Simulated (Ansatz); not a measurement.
A working Ansatz (a program for electronic structure) input for TaMo3 (I4/mmm, 4 atoms in the cell) (DFT, PBE, plane waves, default PAW files):

Ansatz 0.2 input:
```yaml
# TaMo3
crystal:
  lattice:
    - [-1.927477, 1.927477, 4.293347]
    - [1.927477, -1.927477, 4.293347]
    - [1.927477, 1.927477, -4.293347]
  atoms:
    - { symbol: Mo, position: [0.500000, 0.500000, 0.000000] }
    - { symbol: Mo, position: [0.750000, 0.250000, 0.500000] }
    - { symbol: Mo, position: [0.250000, 0.750000, 0.500000] }
    - { symbol: Ta, position: [0.000000, 0.000000, 0.000000] }
kpoints:
  mp_grid:
    grid: [12, 12, 12]
hamiltonian:
  xc: pbe
  pseudopotentials:
    kind: paw
scf:
  occupations:
    method: fermi_dirac
    width: 0.136
output:
  forces: true
  eigenvalues: true
  stress: true
```

The run converged in 6 iterations: free energy E − TS (on the zero of these files) -24799.1510 eV; Fermi level (on the code's own zero) 20.75 eV; pressure 11.47 GPa. Each of these slips is then made, one at a time:

(1)
```diff
+  max_iter: 3
```

(2)
```diff
+  convergence:
+    dr2_threshold: 1.0e-02 eV
```

### Question
How does each altered input end?

### Answer

(1) An iteration limit that is too low. The run ended unconverged after 3 iterations.
```
did not converge after 3 iterations: dr2 = 1.17e-4 (threshold 1.00e-7), under the density mixer `msr1`, which `scf.mixing.algorithm: auto` chose by the deck's other keys (type `scf.mixing.algorithm: msr1` to keep it); raise `scf.max_iter`, which need not help a stalled SCF, or adjust the mixing (`scf.mixing`) or, under a smearing, its width (`scf.o [...]
```

(2) A convergence threshold that is too loose. The run converged in 6 iterations, and against the sound input the free energy hardly moves (within 1 meV/atom) and the pressure stays at 11.47 GPa. The full log also holds (shortened here): “iter 2 did not close the SCF: its close was put off for the readings that it lacked (scf_convergence_deferred on its scf_iter line)” and “iter 3 did not close the SCF: its close was put off for the readings that it lacked (scf_convergence_deferred on its scf_iter line)”.

The starting cell was generated: these elements placed on a structure prototype, without a prior relaxation; it need not be a known phase or ordering of this composition. Spin polarisation is off. In the base run, with a pressure of about 11 GPa the cell is away from its equilibrium volume at this level. Ansatz's pressure includes its estimate of the finite-basis (Pulay) stress.

Left out of this page: 2 runs of the series outside the window shown, repeating another row's setting, or not comparable; 1 run of the series stopped by limits of time or memory.
